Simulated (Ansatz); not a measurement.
## A computed series for InAs: response to strain

Base system: InAs in the zinc blende structure (space group F-43m, No. 216; a = 6.110 Å). Axes: x, y, z lie along the cube axes.

Strains are applied to the cell and any free atomic positions relax.

Computed with Kohn–Sham DFT with the r2SCAN functional, run in Ansatz (an electronic-structure program) with PAW and 500 eV plane waves, without spin-orbit coupling.

Notes on the quantities. energy relative to the base: free energy F; pressure: mean of the normal stresses, compression positive.

```tsv
case	energy relative to the base	shortest interatomic distance	pressure	band gap
base	0 meV/atom	2.646 Å	0.00 GPa	0.08 eV
uniaxial strain ε_zz = −3.00 %	+6.7 meV/atom	2.619 Å	1.84 GPa	0.15 eV
uniaxial strain ε_zz = −2.50 %	+4.6 meV/atom	2.624 Å	1.52 GPa	0.14 eV
uniaxial strain ε_zz = −2.00 %	+2.9 meV/atom	2.628 Å	1.20 GPa	0.12 eV
uniaxial strain ε_zz = −1.50 %	+1.6 meV/atom	2.632 Å	0.88 GPa	0.11 eV
uniaxial strain ε_zz = −0.50 %	+0.2 meV/atom	2.641 Å	0.28 GPa	0.09 eV
```

Gaps are Kohn–Sham eigenvalue differences; semilocal functionals usually give less than the measured gap. No phonon test of stability was made. The zero or small gap of InAs can change with the level of theory.
